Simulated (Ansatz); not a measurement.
# BN (model structure, Pm-3m, No. 221, 2 atoms in the cell): properties by level of theory

```tsv
level (code)	lattice parameter a (Å)	cohesive energy (eV/atom)
LDA (Ansatz)	?	?
PBE (Ansatz)	?	3.22
PBEsol (Ansatz)	2.300	3.74
PBE-D3(BJ) (Ansatz)	2.304	?
```

Question: Some entries are withheld; supply them.

Answer: 
- LDA (Ansatz, a quantum-chemistry and plane-wave program), lattice parameter a (Å): 2.284
- LDA (Ansatz), cohesive energy (eV/atom): 4.26
- PBE (Ansatz), lattice parameter a (Å): 2.321
- PBE-D3(BJ) (Ansatz), cohesive energy (eV/atom): 3.42

Caveats: a distance lies near a switch of the dispersion term, which can move the cell (PBE-D3(BJ)). Ansatz's density-functional and Hartree–Fock values are scalar-relativistic unless marked +SOC, with PAW data made under PBE.

Free atoms are spin-polarised, in the lowest state found; at levels without +SOC their spin–orbit coupling is left out.

The computed numbers hold no vibrational or temperature effects.

A model structure was made by putting elements into a prototype or built by hand; it is no filed structure, need not be a known phase, and can be a saddle point held by its symmetry.
